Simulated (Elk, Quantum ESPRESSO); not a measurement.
## Equation of state of fcc Pt (space group 225): energy against volume (Elk, PBE)

```
Pt
1.0
    0.00000     1.92515     1.92515
    1.92515     0.00000     1.92515
    1.92515     1.92515     0.00000
Pt
1
Cartesian
  0.00000   0.00000   0.00000
```

Method of the run: PBE, all-electron FP-LAPW, Elk's shipped species files, APW+lo basis with extra local orbitals run with Elk 10.2.4. Settings: xctype = 20; rgkmax = 9.12; stype = 3; swidth = 0.00183747 Ha; ngridk = 25 25 25; gmaxvr = 14 1/bohr; nxlo = 2; lorbcnd = true; rmtscf = 0.86; lmaxi = 3; sphere radii = {Pt: 2.408} bohr. The cell above is the first row's. The rows scale it uniformly. In all rows the k mesh is held. E is the free energy at the stated smearing, counted from the lowest row.

| V (Å^3/atom) | E (meV/atom) |
|---|---|
| 14.270 | ? |
| 14.580 | 61.24 |
| 14.890 | 28.48 |
| 15.201 | 8.53 |
| 15.511 | 0.00 |
| 15.821 | 1.33 |
| 16.131 | 11.39 |
| 16.441 | 29.11 |
| 16.752 | 53.75 |

Using the third-order Birch-Murnaghan form, a cubic in V^(-2/3), estimate the missing E at V = 14.270 from the other rows, showing the fit.

With u = V^(-2/3) - 0.160, the rows have u = 0.007557, 0.005223, 0.002962, 0.000783, -0.001324, -0.003364, -0.005339, -0.007259. Least squares gives E = -0.624 - 73.38·u + 1056387·u² + 4817299·u³. Residuals (row less fit): 0.011, -0.017, -0.022, 0.031, 0.016, -0.004, -0.037, 0.020; standard error 0.031 (degrees of freedom: 4). Its minimum lies at u = 0.000035, so V0 = (0.160035)^(-3/2) = 15.62. There d²E/du² = 2114000 and d³E/du³ = 2.890e7, so B0 = (4/9) × 15.62^(-7/3) × 2114000 × 0.160218 = 247 GPa (the last factor turns the table's units into GPa), and B0' = 4 + (2/3) × 0.160035 × (2.890e7)/2114000 = 5.5. At the withheld row, u = 0.009975, so E = -0.624 - 73.38 × 0.009975 + 1056387 × 0.009975² + 4817299 × 0.009975³ = 108.536 meV/atom. The calculation gives 108.28 meV/atom, 0.256 meV/atom below the prediction (0.2 % of the range of E in the table). The row lies outside the fitted rows, so this is an extrapolation. From the scatter of the fitted rows alone, a prediction at this place has a standard error of 0.092 meV/atom, so the miss is 2.8 times that.

Carrying the step between the two nearest rows on in a straight line would have given 94.00, off by 14.28; series whose last step already gives the withheld value aren't shown. The scan was laid around a cell of about the measured size, scaled by a guess for this functional. A plane-wave scan with the same functional (Quantum ESPRESSO, GBRV) gives V0 = 15.61 Å^3/atom and B0 = 249 GPa; a Birch-Murnaghan fit to all rows here lies 0.1 % from it in V0 and -1 % in B0; the two differ in basis, and may differ in potentials and mesh. Spin polarisation is off. Values depend on the basis (sphere radii, cutoffs, local orbitals), which need not be converged. Spin-orbit coupling is off. Sphere radii are the same in all rows. Cutoffs and mesh are single choices, not tested for convergence of this quantity. Series with a scatter that would blur these digits, or in which a gap closes, are not shown. Nor are scans whose minimum lies at an end fitted in this form.
